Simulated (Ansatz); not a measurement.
rock salt PbSe; conventional cell a = b = c = 6.1767 Å, α = β = γ = 90.00°.

Spin-orbit coupling is not included. Unless called populations, κ holds the coherence term between modes besides the Boltzmann populations.

Q: Estimate the lattice thermal conductivity at 300 K from the linearised phonon Boltzmann equation (three-phonon plus isotope scattering), r2SCAN density-functional theory in Ansatz (plane waves, PAW) (third-order constants from a 54-atom supercell out to 6.5 Å, harmonic mesh 6×6×6, k mesh 6×6×6, scattering mesh 15×15×15).

A: κ = 1.1 W/(m K). The result is for a perfect infinite crystal and omits four-phonon processes.

Computed at 300 K against measurement: lattice thermal conductivity 1.11 computed, 2 measured W/(m K) (-44 %; Cormac Toher, Corey Oses, Jose J. Plata et al., Physical Review Materials (2017), arXiv:1611.05714).  

The PAW data sets were generated under PBE and serve the other functionals too.

Ansatz is a quantum-chemistry and plane-wave program.
